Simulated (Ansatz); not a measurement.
Ansatz (a program for electronic structure), DFT, PBEsol, plane waves, its default PAW files: TlGeCl3 (from the phase in space group 8, mp-998744) (Cl3GeTl), 5 atoms. Basis and mesh were picked for this test and aren't claimed converged.

```
Quantity                                                        Value
------------------------------  -------------------------------------
cell                            5.33, 5.33, 5.32 Å; 90.8, 90.8, 89.2°
task                                                     single point
k mesh                                                          4×4×4
hamiltonian.xc                                                 pbesol
kind of files                                                     paw
scf.occupations.method                                    fermi_dirac
scf.occupations.width                                         0.05 eV
output.forces                                                    true
binding of workers (--pin)                                        off
k-point pools (--kpoint-pools)                                      1
memory maximum (--max-ram)                                       8GiB
accuracy                                             medium (default)
basis.precision                                        auto (default)
basis.xc_grid                                             2 (default)
scf.mixing.algorithm                                   auto (default)
scf.mixing.preconditioner                              auto (default)
scf.convergence.dr2_threshold                   1.51039e-07 (default)
scf.lower_state_search                                light (default)
k-points after symmetry                                            24
bands at the start                                                 29
electrons                                                          48
plane waves at Γ                                                 2965
cutoff (eV)                                                       420
FFT grid                                                     36×36×36
symmetry operations                                                 2
```

One run each.

All on 4 threads. Base settings, kept where nothing else is said: scf.eigensolver.kind = auto (default), scf.eigensolver.mixed_precision = false (default), scf.eigensolver.cushion = auto (default), scf.eigensolver.full_accuracy = false (default), scf.algorithm = auto (default) (scf.eigensolver.max_subspace_factor, scf.eigensolver.real_solve not set). The settings tried:
- scf.eigensolver.kind = davidson, scf.eigensolver.max_subspace_factor = 2
- the base settings
- scf.eigensolver.kind = davidson, scf.eigensolver.max_subspace_factor = 6
- scf.eigensolver.kind = davidson
- scf.algorithm = density_mixing
- scf.eigensolver.kind = davidson, scf.eigensolver.mixed_precision = true
- scf.eigensolver.full_accuracy = true
- scf.algorithm = direct_min
- scf.eigensolver.kind = davidson, scf.eigensolver.cushion = true
- scf.eigensolver.real_solve = false
- scf.eigensolver.mixed_precision = true

Task: Name the extremes by applications of H to a band: fewest, most, and any that don't converge.

Result: Fewest applications of H to a band, with those close behind: scf.eigensolver.real_solve = false (11828); the base settings (11925); scf.algorithm = density_mixing (11925). Most among those that reach the base run's result: scf.algorithm = direct_min (32581). All converged.

```tsv
setting	applications of H to a band	SCF iterations (all cycles of the run, searches included)	end
scf.eigensolver.real_solve = false	11828	7	converged
the base settings	11925	7	converged
scf.algorithm = density_mixing	11925	7	converged
scf.eigensolver.kind = davidson, scf.eigensolver.mixed_precision = true	15693	7	converged
scf.eigensolver.mixed_precision = true	15693	7	converged
scf.eigensolver.kind = davidson, scf.eigensolver.max_subspace_factor = 6	15745	7	converged
scf.eigensolver.kind = davidson	15756	7	converged
scf.eigensolver.kind = davidson, scf.eigensolver.cushion = true	16785	7	converged
scf.eigensolver.kind = davidson, scf.eigensolver.max_subspace_factor = 2	17257	7	converged
scf.eigensolver.full_accuracy = true	24335	6	converged
scf.algorithm = direct_min	32581	6	converged
```

An iteration's cost differs between solvers, so these counts don't give the time.

Keys are those of Ansatz 0.2.
